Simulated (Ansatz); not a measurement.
The reference is InAs in the zinc blende structure (space group F-43m, No. 216; a = 6.1863 Å).

All numbers come from Ansatz (a first-principles code), PBE, PAW, cutoff 420 eV, without spin-orbit coupling.

For the base:

- Lattice parameter a: 6.186 Å

The change: a hydrostatic pressure of 9 GPa.

### Question
What does the calculation give for the lattice parameter a after the change?

### Answer
The lattice parameter a drops by 0.2717 Å (6.186 Å → 5.915 Å).

### Question
What does the calculation give for the valley order after the change?

### Answer
The valley order (the lowest conduction-band minima on the path, energy above the VBM, named in the base's zone) comes out as Γ 0.14 eV; L along ⟨111⟩ 1.11 eV; X along ⟨100⟩ 1.44 eV.

The levels and masses belong to the bands next to the band gap. Load acts through the strain it causes; cell and atoms are relaxed under it. No phonon test of stability was made. All final runs are without spin polarisation. Measured, InAs leaves this structure (for rock salt) near 7 GPa (temperature not stated; as listed in Datta, Sujoy, Jana, Debnarayan, arXiv (2020)).
